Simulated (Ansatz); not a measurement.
Functionals compared on a constructed model of the (100) surface of fcc Ni, ferromagnetic, a pseudomorphic layer of Zn in the host's stacking (bottom of the slab: a bare face, its two planes held), in Ansatz (plane waves, PAW). The structure was relaxed with PBE; the other rows are single points on it. Cutoff 420 eV.

Set-up: 7 atoms, 10.7 Å thick at the start; mesh 15x15x1; 0.1 eV smearing; dipole correction on; 2 atoms held, the rest relaxed; held to the start's symmetry, so lower structures may exist; spin-polarised, ending with about 3.5 μB a cell; orders that need a larger cell were not tried, no spin-orbit, no U. It is one candidate, not shown to be the stable structure of the face. These notes are the PBE run's.

| functional | work function of the top face (eV) | magnetic moment of the cell (μB) | rough cost of the single point |
|---|---|---|---|
| PBE | 4.34 | 3.52 | – |
| RPBE | 4.19 | 3.57 | about 100 core-seconds (a rough figure) |

Ansatz is a quantum-chemistry and plane-wave program.
